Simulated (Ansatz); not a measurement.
Formation energy of the bound charge states of Co on the Al site in corundum (start: the Al site; 120-site cell, 2×2×2 Γ-centred sampling) against the Fermi level, Al-rich (Δμ(Al) = 0.00 eV, Δμ(Co) = -1.77 eV, bounded by Al9Co2 (P2_1/c); only phases computed here count, gases as isolated molecules at 0 K). Level of theory: PBE, PAW (plane waves to 420 eV; Ansatz, a program for electronic structure).

Cell and caveats: 120-site cell; 2×2×2 Γ-centred k-points; host gap 5.85 eV; charged states image-corrected; no Hubbard U; energies good to tenths of an eV; flagged in the runs: a host whose relaxation on this sampling wasn't shown to rest, a strain field that reaches the edge of the cell.

| E_F − E_VBM (eV) | q = +1 | q = 0 | q = −1 | q = −2 |
|---|---|---|---|---|
| 0.00 | 6.21 | 7.00 | 10.46 | 15.19 |
| 0.73 | 6.94 | 7.00 | 9.73 | 13.73 |
| 1.46 | 7.68 | 7.00 | 9.00 | 12.26 |
| 2.19 | 8.41 | 7.00 | 8.27 | 10.80 |
| 2.92 | 9.14 | 7.00 | 7.53 | 9.34 |
| 3.66 | 9.87 | 7.00 | 6.80 | 7.88 |
| 4.39 | 10.60 | 7.00 | 6.07 | 6.42 |
| 5.12 | 11.33 | 7.00 | 5.34 | 4.95 |
| 5.85 | 12.06 | 7.00 | 4.61 | 3.49 |

Crossings of the lowest lines: (+1/0) at 0.79 eV; (0/−1) at 3.46 eV; (−1/−2) at 4.73 eV.
